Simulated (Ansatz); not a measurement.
The parent structure is Ca in the fcc (Cu type) structure (space group Fm-3m, No. 225; a = 5.456 Å; relaxed with 0.1 eV smearing). Axes: x, y, z lie along the cube axes.

Computed with Kohn–Sham DFT with the PBEsol functional, run in Ansatz (a quantum-chemistry and plane-wave program) with PAW and 420 eV plane waves, no spin-orbit coupling.

Base values:

Band gap: zero
Shortest interatomic distance: 385.8 pm

Now apply this change: a pure shear with ε_xy = ε_yx = 0.0200; the atoms relax in the strained cell.

Question: Estimate the effect on the energy relative to the base, stress, band gap and shortest interatomic distance.

Answer: The energy increases by 3.3 meV/atom; the stress (xx, yy, zz, yz, xz, xy; compression positive) comes out as (0.0, 0.0, 0.0, 0.0, 0.0, -0.7) GPa; the band gap stays zero; the shortest interatomic distance falls by 7.7 pm, from 385.8 pm to 378.1 pm.

Stability against distortions was not tested.
